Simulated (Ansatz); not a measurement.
Levels about the gap of amorphous silicon oxynitride (Si27O24N20) (71 atoms in a cell of 915 Å³, 2.58 g/cm³; zone centre alone, so wide bands show as single levels with stretches between that a denser mesh fills), at the geometry that PBE relaxed, where it gives 0.1 GPa on a denser mesh. Exact exchange is cut at the faces of this small cell, which leaves a finite-size error. The participation number counts the atoms over which a state spreads; weights are charges in smoothed Voronoi cells. The levels come from a single point, so bond lengths are those of that geometry. Method of the levels: HSE06, scalar-relativistic without spin-orbit coupling (Ansatz, a first-principles code). Sampling: the zone centre alone; Fermi-Dirac width 0.01 eV; collinear spin, started from moments on atoms (the moments died out). At PBE the levels at the filled edge of the gap are localised (band-tail or defect states), and the nearest spread-out levels lie 3.1 eV apart at the zone centre.

Preparation: random packing, a CHGNet melt and quench, and a DFT relaxation. O and N atoms were pushed apart under 1.9 Å during the dynamics, to hinder bonds among them. It is a model cell: composition and starting density were chosen by hand, and all elements were melted together. No dispersion term was used. Its density started from a set value of 2.73 and ended at 2.58 g/cm³. Cooling (nominally 1300 K/ps over its main leg) ran many orders faster than in experiment, which tends to leave more defects and strain. A cell of this size samples the disorder only roughly. The volume was free in the relaxation, at fixed shape. Stress components on the final sampling reach 3.3 GPa.

| E - E(highest filled), eV | filling | spin | participation number | largest on | weight N | weight Si | weight O |
|---|---|---|---|---|---|---|---|
| -0.50 | filled | dn | 4.2 | N, 2 neighbours | 0.76 | 0.11 | 0.13 |
| -0.22 | filled | up | 6.1 | N, 2 neighbours | 0.81 | 0.11 | 0.08 |
| -0.22 | filled | dn | 6.1 | N, 2 neighbours | 0.81 | 0.11 | 0.08 |
| -0.02 | filled | up | 4.7 | N, 2 neighbours | 0.80 | 0.11 | 0.09 |
| -0.02 | filled | dn | 4.7 | N, 2 neighbours | 0.80 | 0.11 | 0.09 |
| 0.00 | filled | up | 3.3 | N, 2 neighbours | 0.78 | 0.12 | 0.10 |
| 0.00 | filled | dn | 3.3 | N, 2 neighbours | 0.78 | 0.12 | 0.10 |
| 4.04 | empty | up | 34.8 | Si, 4 neighbours | 0.23 | 0.44 | 0.33 |
| 4.04 | empty | dn | 34.8 | Si, 4 neighbours | 0.23 | 0.44 | 0.33 |
| 4.96 | empty | up | 23.9 | Si, 4 neighbours | 0.25 | 0.52 | 0.23 |
| 4.96 | empty | dn | 23.9 | Si, 4 neighbours | 0.25 | 0.52 | 0.23 |
| 5.22 | empty | dn | 20.1 | Si, 4 neighbours | 0.30 | 0.54 | 0.16 |
| 5.22 | empty | up | 20.1 | Si, 4 neighbours | 0.30 | 0.54 | 0.16 |
| 5.36 | empty | up | 15.1 | Si, 4 neighbours | 0.26 | 0.53 | 0.21 |

Most localised among these is the filled level at +0.00 eV, on a N atom, which has 2 neighbours (Si 1.64 Å, Si 1.64 Å).
